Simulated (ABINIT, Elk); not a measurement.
An ABINIT input for a self-consistent single point of MgI2 (P-3m1, 3 atoms in the cell) (DFT, PBE, plane waves, PAW (JTH v2.0 PBE PAW)):

```
# MgI2, JTH v2.0 PBE PAW
pp_dirpath "./"
pseudos "Mg.GGA_PBE-JTH.xml, I.GGA_PBE-JTH.xml"
acell 7.8674587149 7.8674587149 13.0050044828
rprim
         0.5000000000   -0.8660254038    0.0000000000
         0.5000000000    0.8660254038    0.0000000000
         0.0000000000    0.0000000000    1.0000000000
natom 3
ntypat 2
znucl 12 53
typat 1 2 2
xcart
         0.0000000000    0.0000000000    0.0000000000
         2.0816399298    1.2018353738    1.6654323840
         2.0816399298   -1.2018353738    5.2165196160
      Angstrom
ecut 20 Ha
pawecutdg 40 Ha
pawxcdev 0
occopt 3
tsmear 0.00036749
nband 17
kptopt 1
ngkpt 5 5 3
nshiftk 1
shiftk 0 0 0
nstep 100
toldfe 1.0e-09
prtwf 0
prtden 0
prtvol 1
enunit 1
```

Q: Translate this input to Elk.

A: This is the input that was run; spellings and numerical settings could be chosen otherwise.

```
tasks
  0

xctype
  20

tforce
  .true.

rgkmax
  8.0

gmaxvr
  18.0

lmaxapw
  10

lmaxo
  8

nxlo
  2

lorbcnd
  .true.

lradstp
  2

nrmtscf
  2.0

lmaxi
  4

stype
  3

swidth
  0.000367493

avec
    3.9337293575   -6.8134191104    0.0000000000
    3.9337293575    6.8134191104    0.0000000000
    0.0000000000    0.0000000000   13.0050044828

sppath
  'species/'

atoms
  2   : nspecies
  'Mg.in'   : spfname
  1   : natoms; atposl, bfcmt below
  0.0000000000  0.0000000000  0.0000000000    0.0 0.0 0.0
  'I.in'   : spfname
  2   : natoms; atposl, bfcmt below
  0.3333333333  0.6666666667  0.2420000000    0.0 0.0 0.0
  0.6666666667  0.3333333333  0.7580000000    0.0 0.0 0.0

ngridk
  5 5 3
```

Basis settings and potentials, where a program has them, do not carry over. This input uses DFT, PBE, all-electron FP-LAPW, Elk's shipped species files, APW+lo basis with extra local orbitals. Both were run: largest force 0.018 eV/Å in ABINIT and 0.019 in Elk; gap on the mesh 3.566 eV in ABINIT and 3.560 in Elk.

On Elk: the starting cell has typed, rounded lattice constants, without a prior relaxation at this level. Its lattice was rescaled by a random factor within 2.5 % of one. Spin-orbit coupling is off. Values depend on the basis (sphere radii, cutoffs, local orbitals), which need not be converged.

On ABINIT: the starting cell has typed, rounded lattice constants, without a prior relaxation at this level. Its lattice was rescaled by a random factor within 2.5 % of one. Spin-orbit coupling is off.
